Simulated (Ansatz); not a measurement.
The structure below was relaxed with plane-wave PAW DFT at the PBEsol level (Ansatz, a program for electronic structure, 420 eV), no spin-orbit coupling, at pressure 50 GPa.

Space group Fm-3m (No. 225); a = b = c = 4.5504 Å, α = β = γ = 90.00°

```tsv
atom	site	symmetry	x	y	z
N	4a	m-3m	0.0000	0.0000	0.0000
Y	4b	m-3m	0.5000	0.5000	0.5000
```

Write out a cell with all atoms.


```
YN
1.0
    4.55036     0.00000     0.00000
    0.00000     4.55036     0.00000
    0.00000     0.00000     4.55036
N Y
4 4
Direct
  0.00000   0.00000   0.00000
  0.00000   0.50000   0.50000
  0.50000   0.00000   0.50000
  0.50000   0.50000   0.00000
  0.50000   0.00000   0.00000
  0.50000   0.50000   0.50000
  0.00000   0.00000   0.50000
  0.00000   0.50000   0.00000
```
This is the conventional cell.

A case with no gap was solved on a k-mesh chosen for an insulator, which is coarse for it. Load acts through the strain it causes; cell and atoms are relaxed under it. Whether these cells are dynamically stable was not tested. No other phases were tried under pressure. The final runs are not spin-polarised. The cell was made from YN in the rock salt structure (space group Fm-3m, No. 225) by this change: pressure 50 GPa.
